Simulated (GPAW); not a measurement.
Band structure of MgTe (F-43m, 2 atoms in the cell).

```
CELL_PARAMETERS angstrom
      0.00000     3.21000     3.21000
      3.21000     0.00000     3.21000
      3.21000     3.21000     0.00000
ATOMIC_POSITIONS crystal
  Mg 0.00000 0.00000 0.00000
  Te 0.25000 0.25000 0.25000
```

Method: PBE, GPAW PAW datasets PBE (gpaw-data 1.0.1) (plane waves; GPAW).

Settings: mode = pw; ecut = 800 eV; xc = PBE; kpts = 7 7 7; mesh shift (steps) = 0 0 0; occupations.name = fermi-dirac; occupations.width = 0.05 eV; nbands = -8; convergence.bands = -6; symmetry.symmorphic = false; symmetry.tolerance = 0.0005; maxiter = 150; bandpath_npoints = 40.

The starting cell has typed, rounded lattice constants, without a prior relaxation at this level. Spin-orbit coupling is off.

Q: Predict the gap along the standard path and the places of the band edges.

A: The gap along the path is 2.52 eV, direct at Γ to within 0.01 eV.

Levels in eV from the top of the valence band on the SCF mesh, bands 5 to 12:
| point | 5 | 6 | 7 | 8 | 9 | 10 | 11 | 12 |
|---|---|---|---|---|---|---|---|---|
| Γ | -10.23 | 0.00 | 0.00 | 0.00 | 2.52 | 5.50 | 5.50 | 5.50 |
| X | -9.40 | -3.10 | -1.21 | -1.21 | 2.83 | 3.56 | 9.75 | 9.75 |
| W | -9.39 | -2.73 | -1.92 | -1.48 | 4.59 | 5.74 | 6.25 | 6.43 |
| K | -9.41 | -2.85 | -1.99 | -0.98 | 3.45 | 5.27 | 8.02 | 8.02 |
| L | -9.61 | -3.28 | -0.43 | -0.43 | 3.28 | 5.55 | 5.55 | 7.40 |
| U | -9.41 | -2.85 | -1.99 | -0.98 | 3.45 | 5.27 | 8.02 | 8.02 |
